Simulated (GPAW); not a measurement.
GPAW run on InAsF₆ (P1, 8 atoms in the cell): self-consistent single point.

Method of the run: LDA (Perdew-Wang 92), GPAW PAW datasets LDA (gpaw-data 1.0.1) (plane waves; GPAW).

The change in words: lattice scaled by 0.98. Reference geometry:
```yaml
crystal:
  lattice:
    - [3.81934, 2.20510, 2.61994]
    - [-3.81934, 2.20510, 2.61994]
    - [0.00000, -4.41019, 2.61994]
  atoms:
    - { symbol: In, position: [0.00060, 0.99774, 0.00054] }
    - { symbol: As, position: [0.49785, 0.49884, 0.50276] }
    - { symbol: F, position: [0.29755, 0.57855, 0.22703] }
    - { symbol: F, position: [0.70477, 0.42076, 0.77695] }
    - { symbol: F, position: [0.21661, 0.30106, 0.57623] }
    - { symbol: F, position: [0.78043, 0.70410, 0.42028] }
    - { symbol: F, position: [0.58235, 0.22436, 0.29503] }
    - { symbol: F, position: [0.41984, 0.77460, 0.70117] }
```

Reference input (self-consistent single point, DFT LDA (Perdew-Wang 92), plane waves, GPAW PAW datasets LDA (gpaw-data 1.0.1)): mode = pw; ecut = 950 eV; xc = LDA; kpts = 3 3 3; mesh shift (steps) = 0 0 0; occupations.name = fermi-dirac; occupations.width = 0.02 eV; nbands = -8; convergence.bands = -6; symmetry.symmorphic = false; symmetry.tolerance = 0.0005; maxiter = 100. This run's input differs from it in these lines:

```diff
@@ -5,5 +5,5 @@
 atoms = Atoms(['In', 'As', 'F', 'F', 'F', 'F', 'F', 'F'],
-              cell=[[3.819340, 2.205097, 2.619937],
-                    [-3.819340, 2.205097, 2.619937],
-                    [0.000000, -4.410194, 2.619937]],
+              cell=[[3.742953, 2.160995, 2.567538],
+                    [-3.742953, 2.160995, 2.567538],
+                    [0.000000, -4.321990, 2.567538]],
               scaled_positions=[[0.000599, -0.002260, 0.000544],
```

Output (repeated stretches shortened):

```
     iter     time        total  log10-change:
                         energy   eigst   dens
iter:   1 --:--:--   -42.933870   +0.02
iter:   2 --:--:--   -42.040027   -1.35  -1.12
iter:   3 --:--:--   -39.340287   -0.27  -1.17
iter:   4 --:--:--   -39.452473   -0.80  -1.50
iter:   5 --:--:--   -39.246700   -0.81  -1.62
iter:   6 --:--:--   -39.152204   -1.88  -2.03
iter:   7 --:--:--   -39.149698   -3.80  -2.60
iter:   8 --:--:--   -39.150221c  -3.30  -2.62
iter:   9 --:--:--   -39.149919c  -4.27  -2.95
iter:  10 --:--:--   -39.149537c  -3.73  -2.97
iter:  11 --:--:--   -39.149457c  -5.41  -3.55
iter:  12 --:--:--   -39.149447c  -4.95  -3.79
iter:  13 --:--:--   -39.149442c  -7.13  -3.86
iter:  14 --:--:--   -39.149431c  -5.66  -3.90
iter:  15 --:--:--   -39.149431c  -6.15  -4.08c
iter:  16 --:--:--   -39.149430c  -7.20  -4.15c
iter:  17 --:--:--   -39.149429c  -7.05  -4.21c
iter:  18 --:--:--   -39.149429c  -6.93  -4.39c
iter:  19 --:--:--   -39.149429c  -7.64c -4.50c
Converged after 19 iterations.

Dipole moment: (-0.395700, 0.133908, 0.094616) |e|*Ang

Energy contributions relative to reference atoms: (reference = -237447.950998)

Kinetic:        +56.843622
Potential:      -52.592771
External:        +0.000000
XC:             -43.618148
Entropy (-ST):   +0.000000
Local:           +0.217868
SIC:             +0.000000
--------------------------
Free energy:    -39.149429
Extrapolated:   -39.149429

Showing only first 2 kpts
 Kpt  Band  Eigenvalues  Occupancy
  0    28     -1.74480    2.00000
  0    29     -0.95798    2.00000
  0    30      4.74194    0.00000
  0    31      6.02221    0.00000

  1    28     -1.72169    2.00000
  1    29     -0.23457    2.00000
  1    30      4.01132    0.00000
  1    31      5.98470    0.00000

Fermi level: 2.18244

Gap: 3.926 eV
Transition (v -> c):
   [... lines left out ...]
Direct gap: 4.231 eV
   [... lines left out ...]
  2 F    -0.48842    0.54001   -0.35043
  3 F     0.27284   -0.34987    0.08149
  4 F     0.15282   -0.59219   -0.18630
  5 F    -0.07759   -0.11052   -0.14827
  6 F     0.15193   -0.08388   -0.05371
  7 F    -0.68851   -0.28710    0.51909

Stress tensor:
     0.007756     0.004471     0.002029
     0.004471     0.011276     0.004733
     0.002029     0.004733     0.016252
Stress (GPa, Voigt): [1.2427 1.8066 2.6039 0.7583 0.3252 0.7163]
```

The run converged in 19 iterations. GPAW prints stress with tension positive. Against the reference run the free energy goes down by 18.1 meV/atom, the largest force goes from 1.028 to 1.162 eV/Å and the gap on the mesh goes from 3.559 to 3.926 eV.

At such cutoffs GPAW's stress carries a finite-basis (Pulay) error, which enters relaxed cells too; its log prints stress with tension positive.

The starting cell comes from a database of computed structures (which also holds hypothetical and non-ambient phases and stackings), without a prior relaxation at this level. Its atoms were displaced at random from the sites of space group no. 148. For this run, on top of that: lattice scaled by 0.98. Forces in this geometry exceed 1 eV/Å.

Cost on one core of a shared machine: roughly 60 s.
